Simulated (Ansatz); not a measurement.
Base system: SnTe in the rock salt structure (space group Fm-3m, No. 225; a = 6.2348 Å). Axes: x, y, z lie along the cube axes.

Calculations: Ansatz (a first-principles code), LDA, PAW, cutoff 420 eV, no SOC.

The change: tensor shear ε_xy = +1.14 % (engineering shear γ = 0.0228); the atoms relax in the strained cell.

Predict the new stress.

The stress (xx, yy, zz, yz, xz, xy; compression positive) is (0.00, 0.00, 0.00, 0.00, 0.00, -0.41) GPa.

Estimate the effect on the energy relative to the base.

The energy increases by 0.9 meV/atom.

Whether these cells are dynamically stable was not tested.
